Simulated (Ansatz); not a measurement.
An Ansatz (an electronic-structure program) input (plane-wave PAW DFT at the r2SCAN level (Ansatz, 500 eV), no SOC, earlier PAW set):

Ansatz 0.2 input:
```yaml
crystal:
  lattice:
    - [0, 2.5294454528, 2.6313821045]
    - [2.5294454528, 0, 2.6313821045]
    - [2.5294454528, 2.5294454528, 0]
  atoms:
    - { symbol: Hf, position: [0, 0, 0] }
    - { symbol: O, position: [0.25, 0.25, 0.25] }
    - { symbol: O, position: [0.75, 0.75, 0.75] }
basis: { ecutwfc: 500, ecutrho_ratio: 4, xc_grid: 4, fft_grid_basis: typed }
kpoints: { mp_grid: { grid: [11, 11, 11] } }
hamiltonian:
  xc: r2scan
  dispersion: none
  pseudopotentials: { azcp: { folder: ./paw }, kind: paw }
scf: { occupations: { method: fermi_dirac, width: 0.05 }, convergence: { dr2_threshold: 0.0000000003 } }
relax: { f_tol: 0.005, max_steps: 50 }
output: { forces: true, stress: true }
checkpoint: { write: state.ck, write_every: 1000 }
```

Which symmetry and how many k-points will the program report, and about how many plane waves at Γ?

Space group I4/mmm (ITA 139) with 16 operations, k-points 126 of 1331, and 885 plane waves at Γ.

And the final pressure?

-9.79 GPa (compression positive).

The cells carry an imposed strain or load. Stability against distortions was not tested. The cell was made from HfO2 in the fluorite structure (space group Fm-3m, No. 225) by this change: uniaxial strain ε_zz = +4.03 %. This is not the structure that HfO2 has at room temperature and ambient pressure.
